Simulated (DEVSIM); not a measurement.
Device: abrupt Ge p-n junction, at 300 K.

```
layer (left to right)  material  thickness (μm)  Nd (cm⁻³)  Na (cm⁻³)  τn (s)  τp (s)
---------------------  --------  --------------  ---------  ---------  ------  ------
1                            Ge            1.20          -     1.1e18  9.5e-7  9.5e-7
2                            Ge             240     1.8e17          -  9.5e-7  9.5e-7
```

Left contact: ohmic. Right contact: ohmic. Voltage is applied to the left contact. Recombination: SRH at mid-gap, radiative, Auger. Mobility is constant in doping.

Constants are typed, rounded textbook-type inputs, not results; the design itself was drawn at random and stands for no fabricated device. Values at 300 K.

```csv
parameter,Ge
gap (eV),0.664
affinity (eV),4
permittivity,16
Nc (cm⁻³),1.04e19
Nv (cm⁻³),6e18
μn (cm²/Vs),3900
μp (cm²/Vs),1900
B (cm³/s),6.4e-14
Cn (cm⁶/s),1e-31
Cp (cm⁶/s),1e-31
```

Simulated with DEVSIM: 1D drift-diffusion, Boltzmann statistics, complete ionisation; no tunnelling, impact ionisation, image-force lowering or self-heating.

The doping Nd of layer 2 was swept, all else fixed.

| doping Nd of layer 2 (cm^-3) | largest field in the device at zero bias (V/cm) | dark forward voltage at 100 A/cm² (V) | dark forward voltage at 1 A/cm² (V) | potential step across the device at zero bias (V) |
|---|---|---|---|---|
| 5.4e15 | 52000 | 0.582 | 0.236 | 0.425 |
| 1.8e16 | 59000 | 0.495 | 0.245 | 0.456 |
| 5.4e16 | [?] | [?] | 0.251 | 0.484 |
| 1.8e17 | 130000 | 0.394 | 0.253 | 0.515 |
| 5.4e17 | 200000 | 0.382 | 0.254 | 0.544 |
| 1.8e18 | 280000 | 0.376 | 0.254 | 0.575 |

Some entries are withheld; supply them.


- 5.4e16, largest field in the device at zero bias (V/cm): 78000
- 5.4e16, dark forward voltage at 100 A/cm² (V): 0.433
